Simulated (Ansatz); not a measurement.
# ZrSe2 under a change: isotropic strain −2.00 %

The reference is ZrSe$_{2}$ in the CdI2 type structure (space group P-3m1, No. 164; a = 3.660 Å, c = 5.841 Å; layered, stacked along the Cartesian z axis; relaxed with 0.1 eV smearing).

The change: an isotropic linear strain of −2.00 %; the atoms relax in the strained cell.

All numbers come from Ansatz (a first-principles code), PBEsol-D3(BJ), PAW, cutoff 420 eV, scalar-relativistic without spin-orbit coupling. Settings: 18×18×10 k-points, 0.1 eV Fermi–Dirac smearing.

- Volume per atom = 21.26 Å³ (base 22.59 Å³)
- Space group = P-3m1 (No. 164) (base P-3m1 (No. 164))
- Shortest interatomic distance = 263.5 pm (base 265.5 pm)
- Energy relative to the base (free energy F) = +13 meV/atom
- Band gap = zero (base zero)

Whether these cells are dynamically stable was not tested. The final runs are not spin-polarised. The zero or small gap of ZrSe2 can change with the level of theory.
